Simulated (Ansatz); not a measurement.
Strongest site found for S on several surfaces, against ⅛ S8(g).

These are PBE (plane waves to 420 eV, PAW; Ansatz, a quantum-chemistry and plane-wave program) values and carry that method's errors.

Counted are starts at which the adsorbate stayed whole and on top. Thin slabs; no dispersion, zero-point or thermal terms; negative values mean binding.

```csv
"surface, area an adsorbate",bonded to,E_ads (eV),shortest bond to the host (Å)
"fcc Pt (111), 27 Å²",3 Pt,-1.90,2.27
"fcc Cu (111), 23 Å²",3 Cu,-1.29,2.21
"hcp Ti (0001), 15 Å²",3 Ti,-2.93,2.35
"bcc W (110), 14 Å²",3 W,-2.41,2.38
"bcc Ta (110), 8 Å²",4 Ta,___,2.45
"hcp Ru (0001), 6 Å²",3 Ru,___,2.33
"bcc Ta (110), 16 Å²",4 Ta,-2.83,2.43
"bcc Ta (110), 31 Å²",4 Ta,___,2.44
"fcc Cu (111), 6 Å²",Cu,0.36,2.30
```

Question: What belongs in the gaps?

Answer: 
- bcc Ta (110), 8 Å², E_ads (eV): -2.00
- hcp Ru (0001), 6 Å², E_ads (eV): -0.79
- bcc Ta (110), 31 Å², E_ads (eV): -3.42
